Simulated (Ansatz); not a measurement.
Consider the following.

```
CELL_PARAMETERS angstrom
      3.91248     0.00000     0.00000
      0.00000     3.91248     0.00000
      1.95624    -1.95624     2.69072
ATOMIC_POSITIONS crystal
  Ga 0.00000 0.00000 0.00000
  P  0.75000 0.75000 0.50000
```

No spin polarisation.

Method: plane-wave PAW DFT at the r2SCAN level (Ansatz, a quantum-chemistry and plane-wave program, 500 eV), spin-orbit coupling left out. Γ-centred 10×10×10 mesh, Fermi–Dirac width 0.05 eV.

What is the computed gap character?

Indirect, Γ → Γ–M (87 % along).

Predict the pressure (mean of the normal stresses, compression positive).

-1.44 GPa.

What is the computed space group?

I-4m2 (No. 119).

Estimate the electron mass.

0.93 mₑ along k, 0.23 mₑ across (off the special points).

The cells carry an imposed strain or load. Effective masses come from finite differences of ±0.01 Å⁻¹. Along k means along the line from Γ to the band edge. No phonon test of stability was made. The cell was made from GaP in the zinc blende structure (space group F-43m, No. 216) by this change: biaxial strain +1.50 %, plane normal [001], relaxed out of plane.
